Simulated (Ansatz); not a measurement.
A computed series for La2O3: response to strain

The reference is La$_{2}$O$_{3}$ (space group P-3m1, No. 164).

```
CELL_PARAMETERS angstrom
      3.93519     0.00000     0.00000
     -1.96759     3.40797     0.00000
      0.00000     0.00000     6.12567
ATOMIC_POSITIONS crystal
  La 0.33333 0.66667 0.24612
  La 0.66667 0.33333 0.75388
  O  0.00000 0.00000 0.00000
  O  0.33333 0.66667 0.64612
  O  0.66667 0.33333 0.35388
```

Cartesian axes are those of the cell as printed.

Strains are applied to the cell and any free atomic positions relax; under stress the whole cell relaxes.

Method: r2SCAN in Ansatz (plane waves to 500 eV, PAW, no SOC), earlier PAW set.

Notes on the quantities. energy relative to the base: free energy F.

| change | volume per atom | band gap | energy relative to the base |
|---|---|---|---|
| base | 16.43 Å³ | 4.23 eV | 0 meV/atom |
| isotropic strain −1.23 % | 15.83 Å³ | 4.28 eV | +9.3 meV/atom |
| uniaxial strain ε_yy = +1.51 % | 16.68 Å³ | 4.16 eV | +2.4 meV/atom |
| uniaxial stress, 2 GPa compression along x | 16.40 Å³ | 4.16 eV | +2.3 meV/atom |

Stability under load was not tested beyond the relaxation.

Ansatz is a first-principles code.
